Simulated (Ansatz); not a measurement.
BeS under load (space group Imm2), r2SCAN with spin-orbit coupling, rigid bands in Ansatz (an electronic-structure program). Condition of this run: uniaxial stress along [110] of -1 GPa (compression positive) (the target of the relaxation). Band gap 3.52 eV, N_c = 9.37e18 cm⁻³ and N_v = 2.96e19 cm⁻³ at 300 K, conductivity masses along z (a = (0.01, 2.44, 2.43) Å; b = (2.44, 0.01, 2.43) Å; c = (2.45, 2.45, 0.00) Å) of 0.534 mₑ (electrons) and 0.777 mₑ (holes). Take k_BT = 0.02585 eV.

Problem. What thermal injection velocity √(2k_BT/πm) limits a ballistic channel along the direction named?

Solution. 7.36e6 cm/s for electrons and 6.10e6 cm/s for holes, a ratio of √(m_h/m_e) = 1.21, for dilute carriers.

Problem. Find the intrinsic carrier density and the intrinsic Fermi level.

Solution. n_i = √(N_c N_v) exp(−E_g/2k_BT) = 1.67e19 × exp(−68.08) = 4.5e-11 cm⁻³. The level lies (k_BT/2) ln(N_v/N_c) = 15 meV from mid-gap (positive towards the conduction band). Each 0.1 eV added to the gap lowers n_i by a factor of 6.9.

Problem. A film of it is 5 nm thick, with its normal along the direction named. Estimate the confinement energies in an infinite well.

Solution. ħ²π²/(2m t²) = 0.376 eV·nm²/(m/mₑ × t²) gives 28.2 meV for electrons and 19.4 meV for holes, so the gap would widen to about 3.57 eV. Finite barriers and nonparabolic bands lower this, and with several valleys or bands the heaviest mass along the normal sets the lowest level, not this average.

Rigid bands with the computed gap; masses take one relaxation time for all states.
